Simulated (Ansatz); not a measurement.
Cost and result by functional for the surface energy, mean of two unlike faces, of the (100) surface of fluorite-type NiSi2 in its 1x1 cell (cut with top plane Ni, bottom plane 2 Si), outermost plane spacing 1.36 Å in the ideal cut, in Ansatz (plane waves, PAW). Single points on the PBE structure, on one kind of machine; costs are rough ratios of the slab run's core time (references not counted) to the cheapest single point. r2SCAN's cost holds its higher cutoff (500 against 420 eV). Differences are taken against r2SCAN for comparison alone: no measured value is at hand, so the table doesn't rank accuracy.

Model: 12-atom slab, Ni4Si8, 9.5 Å thick at the start (thin: gaps and levels are the slab's own), 10x10x1 mesh, Fermi-Dirac 0.1 eV, dipole correction, all atoms relaxed; start symmetry kept, larger cells not searched; no spin (magnetic order not tried), no spin-orbit, no U. These notes are the PBE run's.

| functional | relative cost | surface energy, mean of two unlike faces, (J/m²) | less r2SCAN (J/m²) |
|---|---|---|---|
| LDA | 1 | 1.94 | 0.16 |
| RPBE | 1 | 1.39 | -0.39 |
| PBEsol | 1 | 1.83 | 0.06 |
| r2SCAN | 2 | 1.78 | 0.00 |
| PBE (the relaxed run's value) | – | 1.56 | -0.22 |

The values span 0.55 J/m², while the single points' costs differ by a factor of roughly 2. Differences are of unrounded values.

Ansatz is a first-principles code.
